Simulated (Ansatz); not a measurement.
Start from SiO2 in the CdI2 type structure (space group P-3m1, No. 164; a = 2.670 Å, c = 4.509 Å; a hypothetical phase, not in the database extracts checked; layered, stacked along the Cartesian z axis). Axes: x lies along a and z along c of the hexagonal cell.

Modification: the cell is stretched by 1.82 % along x with no lateral relaxation, atoms relaxed at fixed cell.

Levels (all Ansatz, a program for electronic structure, PAW): PBEsol-D3(BJ) (420 eV, without spin-orbit coupling); HSE06 (420 eV, without spin-orbit coupling).

The geometry is relaxed with PBEsol-D3(BJ).

| Property | Result |
|---|---|
| PBEsol-D3(BJ) band gap | 5.95 eV |

### Question
What does HSE06 give at this geometry for the band gap?

### Answer
The band gap rises by 2.06 eV to 8.01 eV.

Single points use the geometry relaxed with PBEsol-D3(BJ). HSE06 was sampled on its mesh, a few special points and the semilocal edge points, so its gap is an upper bound. The cells carry an imposed strain or load. Whether these cells are dynamically stable was not tested.
